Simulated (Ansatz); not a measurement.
Start from CdSe in the zinc blende structure (space group F-43m, No. 216; a = 6.1964 Å). Axes: x, y, z lie along the cube axes.

The values are results of Ansatz (a program for electronic structure), PBE, PAW, cutoff 420 eV, spin-orbit coupling left out, not measurements.

The change: an isotropic linear strain of +2.50 %, atoms relaxed at fixed cell.

Question: Predict the stress tensor and what it implies for the stiffness.

Answer: Stress of the strained cell less that of the base (GPa, compression positive):
```
  -2.78    0.00    0.00
   0.00   -2.78    0.00
   0.00    0.00   -2.78
```

Then B = −ΔP/(ΔV/V₀) with ΔV/V₀ = 0.0769 gives secant stiffness values (nonlinear terms included at this strain): B ≈ 36 GPa.

As a check, the harmonic strain energy −½ V₀ Δσ:ε is 19 meV/atom; the computed energy rise is 21 meV/atom.

No phonon test of stability was made.
